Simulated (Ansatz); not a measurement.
**HfN: response to strain**

Consider HfN in the rock salt structure (space group Fm-3m, No. 225; relaxed with 0.1 eV smearing).

```xyz
2
Lattice="0.0000 2.2509 2.2509 2.2509 0.0000 2.2509 2.2509 2.2509 0.0000" Properties=species:S:1:pos:R:3 pbc="T T T"
Hf     0.0000     0.0000     0.0000
N      2.2509     2.2509     2.2509
```

Strains are applied to the cell and any free atomic positions relax.

Level of theory: Ansatz (a first-principles code), PBEsol, PAW, cutoff 420 eV, no spin-orbit coupling.

Notes on the quantities. energy relative to the base: free energy F.

```
change                    volume per atom   pressure  energy relative to the base
------------------------  ---------------  ---------  ---------------------------
base                             11.40 Å³    0.0 GPa                   0 meV/atom
isotropic strain −3.00 %         10.41 Å³   31.5 GPa                 +90 meV/atom
isotropic strain −2.50 %         10.57 Å³   25.3 GPa                 +62 meV/atom
isotropic strain −1.50 %         10.90 Å³   14.2 GPa                 +21 meV/atom
isotropic strain −1.00 %         11.07 Å³    9.1 GPa                +9.4 meV/atom
isotropic strain +0.50 %         11.58 Å³   -4.1 GPa                +2.2 meV/atom
isotropic strain +1.50 %         11.93 Å³  -11.5 GPa                 +19 meV/atom
isotropic strain +2.00 %         12.10 Å³  -14.8 GPa                 +34 meV/atom
isotropic strain +2.50 %         12.28 Å³  -17.9 GPa                 +52 meV/atom
isotropic strain +3.00 %         12.46 Å³  -20.8 GPa                 +74 meV/atom
```

No phonon test of stability was made. The final runs are not spin-polarised. An odd electron count without spin: HfN.
